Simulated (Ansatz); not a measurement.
Start from Li in the bcc (W type) structure (space group Im-3m, No. 229; relaxed with 0.1 eV smearing).

```cif
data_Li
_chemical_formula_sum 'Li1'
_space_group_name_H-M_alt 'P 1'
_space_group_IT_number 1
_cell_length_a 2.97495
_cell_length_b 2.97495
_cell_length_c 2.97495
_cell_angle_alpha 109.471
_cell_angle_beta 109.471
_cell_angle_gamma 109.471
loop_
_space_group_symop_operation_xyz
  'x, y, z'
loop_
_atom_site_label
_atom_site_type_symbol
_atom_site_fract_x
_atom_site_fract_y
_atom_site_fract_z
_atom_site_occupancy
Li1 Li 0.00000 0.00000 0.00000 1
```

Method: Ansatz (an electronic-structure program) PBE, spin-orbit coupling left out.

For the base:

The pressure is 0.0 GPa.

It is then changed as follows: an isotropic linear strain of −1.00 %, atoms relaxed at fixed cell.

Question: Predict the new pressure.

Answer: The pressure goes from zero to 0.4 GPa.

Question: Estimate the effect on the energy relative to the base.

Answer: The energy grows by 0.8 meV/atom.

Stability against distortions was not tested.
